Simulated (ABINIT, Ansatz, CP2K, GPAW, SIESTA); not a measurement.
## One structure in several programs: TaOs3 (Pm-3m, 4 atoms in the cell)

Self-consistent single point.

```
TaOs3
1.0
    3.91497     0.00000     0.00000
    0.00000     3.91497     0.00000
    0.00000     0.00000     3.91497
Ta Os
1 3
Direct
  0.00000   0.00000   0.00000
  0.00000   0.50000   0.50000
  0.50000   0.00000   0.50000
  0.50000   0.50000   0.00000
```

Shared settings, as Ansatz (a quantum-chemistry and plane-wave program) writes them: kpoints.mp_grid.grid = 7 7 7; scf.occupations.method = fermi_dirac; scf.occupations.width = 0.1 eV. Potentials and cutoffs stand in the table.

```json
[
 {"code": "Ansatz", "model": "LDA (PW92), PAW files made with PBE", "pressure (GPa)": "-11.89", "cutoff": "default"},
 {"code": "ABINIT", "model": "LDA (PW92), norm-conserving pseudopotentials (PseudoDojo nc-sr-04 LDA standard)", "pressure (GPa)": "-13.09", "cutoff": "37 Ha"},
 {"code": "CP2K", "model": "LDA (Pade form), GPW, DZVP-MOLOPT-SR-GTH basis, GTH-PADE potentials (GTH_POTENTIALS)", "pressure (GPa)": "-32.49", "cutoff": "grid 500 Ry"},
 {"code": "GPAW", "model": "LDA (Perdew-Wang 92), GPAW PAW datasets LDA (gpaw-data 1.0.1)", "pressure (GPa)": "-13.99", "cutoff": "550 eV"},
 {"code": "SIESTA", "model": "LDA PW92, numerical atomic orbitals DZP, PseudoDojo LDA standard norm-conserving potentials (rewritten from UPF to PSML)", "pressure (GPa)": "-11.41", "cutoff": "grid 350 Ry"}
]
```

On Ansatz's run: spin-orbit coupling is off. Spin polarisation is off.

The spread over the programs that give each value: pressure within 21.08 GPa.

CP2K and SIESTA use small atom-centred bases, whose incompleteness enters pressures, forces and empty levels differently from a plane-wave cutoff. Ansatz's pressure is given at a fixed set of plane waves, as the other plane-wave codes print theirs; with its correction for the finite basis it is -11.83 GPa. In the pressure, Ansatz (by 1.19), CP2K (by 19.41) and SIESTA (by 1.67) lie more than 1 GPa from the median of the plane-wave programs.

The starting cell comes from a database of computed structures (which also holds hypothetical and non-ambient phases and stackings), without a prior relaxation at this level.

Left out of this page: Elk and FLEUR (not drawn, or without a comparable value).

Keys are those of Ansatz 0.2.
